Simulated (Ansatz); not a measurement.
By hand: formation energy of MoTe2 (P6₃/mmc) from the elements

Subject: the formation energy of MoTe2 (P6₃/mmc) from the elements. Reaction: 2 Te (P3₁21) + Mo (bcc) → MoTe2 (P6₃/mmc). Negative: the products are lower in energy. The value is per atom of the solid.

MoTe2 (P6₃/mmc), 6 atoms in the cell; spin state with PBE: run without spin. Conventional cell: a = b = 3.4966 Å, c = 13.6979 Å, α = β = 90.00°, γ = 120.00°.

Method: Ansatz (a first-principles code), PAW, neutral cells at 0 K with nuclei at rest, on structures from PBE+D3(BJ). Ansatz runs with its default PAW set. Other levels take these structures. The lattices are those relaxed with PBE+D3(BJ), so at other levels the solids can be strained. A dispersion term (D3(BJ), or D4 for r2SCAN) was computed beside these levels and is taken off wherever the name lacks it. The runs are scalar-relativistic, without spin-orbit coupling. The d electrons get no Hubbard U.

Total energies of the cells in eV, at zero smearing width. They compare only within one column; the weights balance every element.

```tsv
cell	atoms	weight	r2SCAN
MoTe2 (P6₃/mmc)	6	+1	-37916.12161
Te (P3₁21)	3	−4/3	-20984.36410
Mo (bcc)	1	−2	-4967.59293
```

r2SCAN: (-37916.12161) − 4/3 × (-20984.36410) − 2 × (-4967.59293) = -1.784 eV; dividing by 6 atoms gives -0.30 eV/atom.

What follows from the r2SCAN value: A formula unit of MoTe2 has 3 atoms, so it forms with -0.2973 × 3 = -0.892 eV, or -86.1 kJ/mol at 96.485 kJ/mol per eV.
